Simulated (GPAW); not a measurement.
# Equation of state of rock-salt HfN (space group 225): energy against volume (GPAW, PBE)

```
HfN
1.0
    0.00000     2.21982     2.21982
    2.21982     0.00000     2.21982
    2.21982     2.21982     0.00000
Hf N
1 1
Direct
  0.00000   0.00000   0.00000
  0.50000   0.50000   0.50000
```

Level of theory: PBE, GPAW PAW datasets PBE (gpaw-data 1.0.1) (plane waves; GPAW). Settings: mode = pw; ecut = 1040 eV; xc = PBE; kpts = 22 22 22; mesh shift (steps) = 0 0 0; occupations.name = fermi-dirac; occupations.width = 0.05 eV; nbands = -6; convergence.density = 1e-05 e/electron; convergence.energy = 1e-05 eV/electron; symmetry.symmorphic = false; symmetry.tolerance = 0.0005; maxiter = 100. The cell above is the first row's. The rows scale it uniformly. In all rows fractional positions and the k mesh are held. E is the free energy at the stated smearing, counted from the lowest row.

```
V (Å^3/atom)  E (meV/atom)
------------  ------------
10.938                   ?
11.176               27.54
11.414                9.14
11.652                0.30
11.889                0.00
12.127                7.41
12.365               21.72
12.603               42.22
12.841               68.26
```

### Question
Fit E against V with the third-order Birch-Murnaghan form, a cubic in V^(-2/3), and predict the withheld value at V = 10.938.

### Answer
With u = V^(-2/3) - 0.191, the rows have u = 0.009052, 0.006261, 0.003566, 0.000971, -0.001549, -0.003988, -0.006349, -0.008638. Least squares gives E = 1.973 - 2594.60·u + 593283·u² + 599590·u³. Residuals (row less fit): -0.004, 0.008, 0.008, -0.014, -0.003, 0.002, 0.012, -0.007; standard error 0.012 (degrees of freedom: 4). Its minimum lies at u = 0.002179, so V0 = (0.193179)^(-3/2) = 11.78. There d²E/du² = 1194000 and d³E/du³ = 3598000, so B0 = (4/9) × 11.78^(-7/3) × 1194000 × 0.160218 = 269 GPa (the last factor turns the table's units into GPa), and B0' = 4 + (2/3) × 0.193179 × (3598000)/1194000 = 4.4. The program's pressures in the fitted runs (not shown) pass through zero at V = 11.78, 0.01 % from this V0. At the withheld row, u = 0.011943, so E = 1.973 - 2594.60 × 0.011943 + 593283 × 0.011943² + 599590 × 0.011943³ = 56.630 meV/atom. The calculation gives 56.57 meV/atom, 0.060 meV/atom below the prediction (0.1 % of the range of E in the table). The row lies outside the fitted rows, so this is an extrapolation. From the scatter of the fitted rows alone, a prediction at this place has a standard error of 0.034 meV/atom, so the miss is 1.8 times that.

Carrying the step between the two nearest rows on in a straight line would have given 45.94, off by 10.63; series whose last step already gives the withheld value aren't shown. The scan was laid around a cell of about the measured size, scaled by a guess for this functional. The runs keep the symmetry of the cell, so they don't test it for distortions. Spin-orbit coupling is off. Cutoffs and mesh are single choices, not tested for convergence of this quantity. Series with a scatter that would blur these digits, or in which a gap closes, are not shown. Nor are scans whose minimum lies at an end fitted in this form.
